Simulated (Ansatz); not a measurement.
InP (F-43m), r2SCAN with spin-orbit coupling, rigid bands run with Ansatz (a first-principles code): N_v = 2.36e19 cm⁻³ at 300 K and a hole conductivity mass of 0.558 mₑ.

Question: For 1e17 holes per cm³ at 300 K, place the Fermi level, estimate the Seebeck coefficient of a parabolic band with constant τ, and give mobility and conductivity for τ = 5 fs.

Answer: The level lies k_BT ln(N_v/p) = 0.141 eV above the valence-band maximum. S ≈ +(k_B/e)[ln(N_v/p) + 5/2] = 686 μV/K, against 711 μV/K from the full bands (mean over directions). μ = eτ/m = 15.8 cm²/(V·s) and σ = peμ = 0.253 S/cm. τ is assumed, not computed.

Band transport and this doping are assumed; polarons and phonon drag are left out. Geometry: cell and atoms relaxed with PBEsol.
